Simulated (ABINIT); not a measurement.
ABINIT run on MgGeAs2 (I-42d, 8 atoms in the cell): self-consistent single point.

Level of theory: PBEsol, PAW (JTH v2.0 PBE PAW, files made for PBE) (plane waves; ABINIT).

```yaml
crystal:
  lattice:
    - [-2.97950, 2.97950, 5.55323]
    - [2.97950, -2.97950, 5.55323]
    - [2.97950, 2.97950, -5.55323]
  atoms:
    - { symbol: Mg, position: [0.75000, 0.25000, 0.50000] }
    - { symbol: Mg, position: [0.00000, 0.00000, 0.00000] }
    - { symbol: Ge, position: [0.50000, 0.50000, 0.00000] }
    - { symbol: Ge, position: [0.25000, 0.75000, 0.50000] }
    - { symbol: As, position: [0.87500, 0.39990, 0.02490] }
    - { symbol: As, position: [0.60010, 0.62500, 0.47510] }
    - { symbol: As, position: [0.37500, 0.85010, 0.97510] }
    - { symbol: As, position: [0.14990, 0.12500, 0.52490] }
```

Reference input (self-consistent single point, DFT, LDA (PW92), plane waves, PAW (JTH v2.0 LDA PAW)): pseudos = [Mg.LDA_PW-JTH.xml, Ge.LDA_PW-JTH.xml, As.LDA_PW-JTH.xml]; ecut = 21 Ha; pawecutdg = 42 Ha; occopt = 3; tsmear = 0.05 eV; ngkpt = 3 3 3; nshiftk = 1; shiftk = 0 0 0; potentials = JTH v2.0 LDA PAW; nband = 67; kptopt = 1; nstep = 60. This run's input differs from it in these lines:

```diff
@@ -1,4 +1,4 @@
-# MgGeAs2, JTH v2.0 LDA PAW
+# MgGeAs2, JTH v2.0 PBE PAW
 pp_dirpath "./"
-pseudos "Mg.LDA_PW-JTH.xml, Ge.LDA_PW-JTH.xml, As.LDA_PW-JTH.xml"
+pseudos "Mg.GGA_PBE-JTH.xml, Ge.GGA_PBE-JTH.xml, As.GGA_PBE-JTH.xml"
 acell 13.1730589216 13.1730589216 13.1730589216
@@ -24,2 +24,3 @@
 pawecutdg 42
+ixc -116133
 occopt 3
```

Its files differ too (potentials: JTH v2.0 LDA PAW → JTH v2.0 PBE PAW).

Log, with long lists cut:

```
--- !BeginCycle
solver: {iscf: 17, nstep: 60, nline: 4, wfoptalg: 10, }
tolerances: {toldfe: 1.00E-09, }
...

     iter   Etot(hartree)      deltaE(h)  residm     nres2
 ETOT  1  -745.14834229684    -7.451E+02 5.070E+01 1.092E+02
 ETOT  2  -774.67127115520    -2.952E+01 1.243E+00 1.730E+02
 ETOT  3  -773.59316050491     1.078E+00 1.084E+00 4.401E+01
 ETOT  4  -773.62523566532    -3.208E-02 3.360E-01 2.509E+01
 ETOT  5  -773.49512783418     1.301E-01 1.189E-01 8.862E+00
   [... 7 lines left out ...]
 ETOT 13  -773.43463522487    -1.295E-08 3.409E-04 5.221E-07
 ETOT 14  -773.43463522604    -1.169E-09 2.974E-04 6.620E-08
 ETOT 15  -773.43463522557     4.721E-10 3.754E-04 1.745E-08
 ETOT 16  -773.43463522557     4.320E-12 2.106E-04 1.619E-09
 At SCF step   16, etot is converged :
  for the second time, diff in etot=  4.320E-12 < toldfe=  1.000E-09

 Cartesian components of stress tensor (hartree/bohr^3)
  sigma(1 1)=  5.22794988E-06  sigma(3 2)=  0.00000000E+00
  sigma(2 2)=  5.22794988E-06  sigma(3 1)=  0.00000000E+00
  sigma(3 3)=  1.60480683E-05  sigma(2 1)=  0.00000000E+00

 ----iterations are completed or convergence reached----

 reduced coordinates (array xred) for    8 atoms
       0.750000001622      0.250000000553      0.500000001070
       0.000000001622      0.000000000553      0.000000001070
       0.500000001622      0.500000000553      0.000000001070
       0.250000001622      0.750000000553      0.500000001070
       0.875000001622      0.399899999590      0.024900000107
       0.600100002585      0.625000000553      0.475100002033
   [... lines left out ...]
 Fermi (or HOMO) energy (hartree) =   0.16327   Average Vxc (hartree)=  -0.32260
 Fermi (or HOMO) energy (eV) =   4.44267   Average Vxc (eV)=  -8.77834
   [... lines left out ...]
'-kT*entropy'       : -2.60102989405298E-06
total_energy        : -7.73434634388818E+02
total_energy_eV     : -2.10462267269729E+04
...

-Cartesian components of stress tensor (GPa)         [Pressure= -2.5992E-01 GPa]
- sigma(1 1)=  1.53811570E-01  sigma(3 2)=  0.00000000E+00
- sigma(2 2)=  1.53811570E-01  sigma(3 1)=  0.00000000E+00
- sigma(3 3)=  4.72150392E-01  sigma(2 1)=  0.00000000E+00

 Calculation completed.
```

The run converged in 16 iterations. 

The starting cell comes from a database of computed structures (which also holds hypothetical and non-ambient phases and stackings), without a prior relaxation at this level. The potentials were made for another functional than the one used.

These are the values that this program gave, and no reference: the one-centre exchange-correlation terms come from a truncated expansion.

Cost on one core of a shared machine: roughly 5 min.
